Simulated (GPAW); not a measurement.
A self-consistent single point of Cs (Im-3m, 1 atom in the cell) with GPAW

Method of the run: PBEsol, GPAW PAW datasets PBEsol (made by gpaw-setup) (plane waves; GPAW).

The input file:

```python
from ase import Atoms
from ase.units import GPa
from gpaw import GPAW, PW

atoms = Atoms(['Cs'],
              cell=[[-3.034750, 3.034750, 3.034750],
                    [3.034750, -3.034750, 3.034750],
                    [3.034750, 3.034750, -3.034750]],
              positions=[[0.000000, 0.000000, 0.000000]],
              pbc=True)

calc = GPAW(mode=PW(550),
            xc='PBEsol',
            kpts=(5, 5, 5),
            occupations={'name': 'methfessel-paxton', 'width': 0.1, 'order': 0},
            nbands=-9,
            symmetry={'symmorphic': False, 'tolerance': 0.0005},
            maxiter=120)

atoms.calc = calc

energy = atoms.get_potential_energy()
print('Energy (eV):', round(energy, 6))
forces = atoms.get_forces()
print('Forces (eV/Ang):')
print(forces.round(5))
stress = atoms.get_stress()
print('Stress (GPa, Voigt):', (stress / GPa).round(4))
```

Output (repeated stretches shortened):

```
Input parameters:
  kpts: [5 5 5]
  maxiter: 120
  mode: {ecut: 550.0,
         name: pw}
  nbands: -9
  occupations: {name: methfessel-paxton,
                order: 0,
                width: 0.1}
  symmetry: {symmorphic: False,
             tolerance: 0.0005}
  xc: PBEsol

species:
  Cs:
    name: Caesium
    Z: 55.0
    valence: 9
    core: 46
    charge: 0.0
    file: Cs.PBEsol.gz

    # Using partial waves for Cs as LCAO basis

Reference energy: -211715.069452  # eV

Spin-paired calculation

Convergence criteria:
 Maximum [total energy] change in last 3 cyles: 0.0005 eV / valence electron
 Maximum integral of absolute [dens]ity change: 0.0001 electrons / valence electron
 Maximum integral of absolute [eigenst]ate change: 4e-08 eV^2 / valence electron
 Maximum number of scf [iter]ations: 120

Symmetries present (total): 48
Symmetries with fractional translations: 0
125 k-points: 5 x 5 x 5 Monkhorst-Pack grid
10 k-points in the irreducible part of the Brillouin zone
       k-points in crystal coordinates                weights
   0:     0.00000000    0.00000000    0.00000000          1/125
   1:     0.20000000    0.00000000    0.00000000         12/125
   2:     0.20000000    0.20000000   -0.20000000          6/125
   [... 7 lines left out ...]

Wave functions: Plane wave expansion
  Cutoff energy: 550.000 eV
  Number of coefficients (min, max): 3256, 3319
  Pulay-stress correction: 0.000000 eV/Ang^3 (de/decut=0.000000)

Occupation numbers: Methfessel-Paxton:
  width: 0.1000  # eV
  order: 0

Eigensolver

Densities:
  Coarse grid: 30*30*30 grid
  Fine grid: 60*60*60 grid
  Total Charge: 0.000000

Density mixing:
  Method: separate
  Backend: pulay
  Linear mixing parameter: 0.05
  old densities: 5
  Damping of long wavelength oscillations: 50

Hamiltonian:
  XC and Coulomb potentials evaluated on a 60*60*60 grid
  External potential:
    NoExternalPotential

XC parameters: PBEsol with 2 nearest neighbor stencil

Number of atoms: 1
Number of atomic orbitals: 5
Number of bands in calculation: 13
Number of valence electrons: 9
Bands to converge: occupied

Density initialized from atomic densities
  5 bands from LCAO basis set
  8 bands from random numbers

Atomic positions and initial magnetic moments

Positions:
   0 Cs     0.000000    0.000000    0.000000    ( 0.0000,  0.0000,  0.0000)

Unit cell:
           periodic     x           y           z      points  spacing
  1. axis:    yes   -3.034750    3.034750    3.034750    30     0.1431
  2. axis:    yes    3.034750   -3.034750    3.034750    30     0.1431
  3. axis:    yes    3.034750    3.034750   -3.034750    30     0.1431

  Lengths:   5.256341   5.256341   5.256341
  Angles:  109.471221 109.471221 109.471221

Effective grid spacing dv^(1/3) = 0.1606

     iter     time        total  log10-change:
                         energy   eigst   dens
iter:   1 --:--:--    -1.294788
iter:   2 --:--:--    -1.248562   -2.22  -1.01
iter:   3 --:--:--    -0.924890   -1.70  -1.05
iter:   4 --:--:--    -0.927168   -3.38  -1.67
iter:   5 --:--:--    -0.954815   -2.68  -1.68
iter:   6 --:--:--    -0.918680   -2.68  -1.53
iter:   7 --:--:--    -0.918745   -4.37  -2.52
iter:   8 --:--:--    -0.918814c  -5.56  -2.56
iter:   9 --:--:--    -0.918664c  -4.29  -2.53
iter:  10 --:--:--    -0.918644c  -6.15  -3.05
iter:  11 --:--:--    -0.918687c  -5.43  -3.56
iter:  12 --:--:--    -0.918642c  -5.33  -2.88
iter:  13 --:--:--    -0.918642c  -6.82  -4.20c
iter:  14 --:--:--    -0.918642c  -8.00c -4.07c

Converged after 14 iterations.

Dipole moment: (0.000000, 0.000000, -0.000000) |e|*Ang

Energy contributions relative to reference atoms: (reference = -211715.069452)

Kinetic:         +0.518753
Potential:       -0.314541
External:        +0.000000
XC:              -1.104146
Entropy (-ST):   -0.009613
Local:           -0.013900
SIC:             +0.000000
--------------------------
Free energy:     -0.923449
Extrapolated:    -0.918642

Showing only first 2 kpts
 Kpt  Band  Eigenvalues  Occupancy
  0     2     -8.55671    2.00000
  0     3     -8.55671    2.00000
  0     4      0.28921    2.00000
  0     5      4.51719    0.00000

  1     2     -8.57421    2.00000
  1     3     -8.55680    2.00000
  1     4      0.72716    2.00000
  1     5      3.99501    0.00000

Fermi level: 2.05828

No gap
No difference between direct/indirect transitions
Energy (eV): -0.918642

Forces in eV/Ang:
  0 Cs   -0.00000    0.00000    0.00000

Stress tensor:
     0.000436     0.000000     0.000000
     0.000000     0.000436    -0.000000
     0.000000    -0.000000     0.000436
Stress (GPa, Voigt): [ 0.0698  0.0698  0.0698 -0.      0.      0.    ]
```

The run converged in 14 iterations. GPAW prints stress with tension positive.

The starting cell has typed, rounded lattice constants, without a prior relaxation at this level. Its lattice was rescaled by up to half a per cent.
